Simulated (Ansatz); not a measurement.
Take Lu in the hcp (Mg type) structure (space group P6_3/mmc, No. 194; a = 3.506 Å, c = 5.482 Å; relaxed with 0.1 eV smearing) as the base. Axes: x lies along a and z along c of the hexagonal cell.

Method: PBE (Ansatz, an electronic-structure program; PAW; 420 eV plane waves; no spin-orbit coupling).

Strains are applied to the cell and any free atomic positions relax.

One change was made to it. Results:

```json
[
 {"quantity": "shortest interatomic distance", "base": "340.7 pm", "after": "336.4 pm"},
 {"quantity": "energy relative to the base (free energy F)", "base": "0 meV/atom", "after": "+3.5 meV/atom"}
]
```

Task: Name the change that was made.
A. uniaxial strain ε_zz = +3.00 %
B. uniaxial strain ε_zz = −2.00 %
C. uniaxial strain ε_zz = −1.50 %
D. uniaxial strain ε_zz = −3.00 %
E. uniaxial strain ε_zz = +2.50 %

Result: B, uniaxial strain ε_zz = −2.00 %. For comparison, the energy relative to the base in the other runs: uniaxial strain ε_zz = −3.00 % gives +7.9 meV/atom; uniaxial strain ε_zz = +2.50 % gives +4.9 meV/atom; uniaxial strain ε_zz = −1.50 % gives +1.9 meV/atom; uniaxial strain ε_zz = +3.00 % gives +6.9 meV/atom.

No phonon test of stability was made.
